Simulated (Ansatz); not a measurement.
This Ansatz (an electronic-structure program) input is the reference run, SiC in the wurtzite structure (space group P6_3mc, No. 186), computed with PBE (Ansatz, PAW, without spin-orbit coupling):

Ansatz 0.2 input:
```yaml
crystal:
  lattice:
    - [3.091952016, 0, 0]
    - [-1.545976008, 2.6777089931, 0]
    - [0, 0, 5.0742714185]
  atoms:
    - { symbol: Si, position: [0.3333333333, 0.6666666667, 0.9995804605] }
    - { symbol: Si, position: [0.6666666667, 0.3333333333, 0.4995804605] }
    - { symbol: C, position: [0.3333333333, 0.6666666667, 0.3754195395] }
    - { symbol: C, position: [0.6666666667, 0.3333333333, 0.8754195395] }
basis: { ecutwfc: 420, ecutrho_ratio: 4, xc_grid: 2, fft_grid_basis: typed }
kpoints: { mp_grid: { grid: [12, 12, 7] } }
hamiltonian:
  xc: pbe
  dispersion: none
  pseudopotentials: { kind: paw }
scf: { occupations: { method: fermi_dirac, width: 0.05 }, convergence: { dr2_threshold: 0.0000000004 } }
output: { forces: true, stress: true }
checkpoint: { write: state.ck, write_every: 1000 }
```

**Question.** Write the input for this change: hydrostatic tension (pressure −1 GPa).

**Answer.** 
Ansatz 0.2 input:
```yaml
crystal:
  lattice:
    - [3.091952016, 0, 0]
    - [-1.545976008, 2.6777089931, 0]
    - [0, 0, 5.0742714185]
  atoms:
    - { symbol: Si, position: [0.3333333333, 0.6666666667, 0.9995804605] }
    - { symbol: Si, position: [0.6666666667, 0.3333333333, 0.4995804605] }
    - { symbol: C, position: [0.3333333333, 0.6666666667, 0.3754195395] }
    - { symbol: C, position: [0.6666666667, 0.3333333333, 0.8754195395] }
basis: { ecutwfc: 420, ecutrho_ratio: 4, xc_grid: 2, fft_grid_basis: typed }
kpoints: { mp_grid: { grid: [12, 12, 7] } }
hamiltonian:
  xc: pbe
  dispersion: none
  pseudopotentials: { kind: paw }
scf: { occupations: { method: fermi_dirac, width: 0.05 } }
relax: { f_tol: 0.01, max_steps: 60, cell: { stress_tol: 0.02, p_target: -1.0 } }
output: { forces: true, stress: true }
checkpoint: { write: state.ck, write_every: 1000 }
```
This is the input that was run.

Load acts through the strain it causes; cell and atoms are relaxed under it. No phonon test of stability was made.
